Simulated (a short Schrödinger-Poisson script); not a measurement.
Stack: gated Al0.25Ga0.75As/GaAs modulation-doped gas, at 300 K.

```csv
layer,material,thickness (nm),Nd (cm⁻³),Na (cm⁻³)
1,Al0.25Ga0.75As,30,-,-
2,Al0.25Ga0.75As,10,6.9e17,-
3,Al0.25Ga0.75As,10,-,-
4,GaAs,6000,-,1e14
```

Constants are typed, rounded textbook-type inputs, not results; the design itself was drawn at random and stands for no fabricated device. Al0.25Ga0.75As: permittivity 12.19, conduction-band edge (eV) 0.198, gap (eV) 1.736, electron mass (mₑ) 0.0878, Nv at 300 K (cm⁻³) 9e18. GaAs: permittivity 12.9, conduction-band edge (eV) 0, gap (eV) 1.424, Nv at 300 K (cm⁻³) 9e18.

Channel valleys (confinement mass, in-plane density-of-states mass, number): Γ 0.067, 0.067, 1. At the gate the conduction-band edge of layer 1 lies 0.95 eV − eVg above the Fermi level of the channel; the field vanishes at the back. The barrier under the gate holds no holes. Gaps are held at their typed values at every temperature. Mesh 0.08 nm at interfaces.

Solved with a short Schrödinger-Poisson script written for these runs: 1D Poisson equation in equilibrium, electrons quantum, Hartree plus LDA exchange-correlation (BenDaniel-Duke, 40 states a valley, the channel's in-plane mass for all, wave functions free to enter the barrier), parabolic valleys, classical holes, full ionisation, no traps, pinning or gate leakage.

The same stack at other levels of the model or other numerical settings:

| run | sheet density of all electrons at Vg = 0.5 V (cm⁻²) | capacitance at Vg = 0.5 V (μF/cm²) | centroid of the channel electrons at Vg = 0.5 V (nm) | gate voltage at 1e11 electrons/cm² (V) | rough cost against the base |
|---|---|---|---|---|---|
| base | 1.55e11 | 0.154 | 28.46 | 0.44 | about 1 |
| electrons treated as classical, Boltzmann | 1.57e11 | 0.158 | 26.79 | 0.44 | 0.03 |
| electrons treated as classical, Fermi-Dirac | 1.56e11 | 0.156 | 27.17 | 0.44 | 0.1 |
| electrons treated as quantum, Hartree | 1.51e11 | 0.152 | 29.53 | 0.44 | about 1 |
| mesh six times as coarse | 1.56e11 | 0.154 | 28.76 | 0.44 | 0.2 |
| one subband a valley | 1.34e11 | 0.156 | 21.68 | 0.47 | 0.2 |

The classical rows ignore confinement, and Boltzmann statistics overrate the density once the band edge passes the Fermi level.
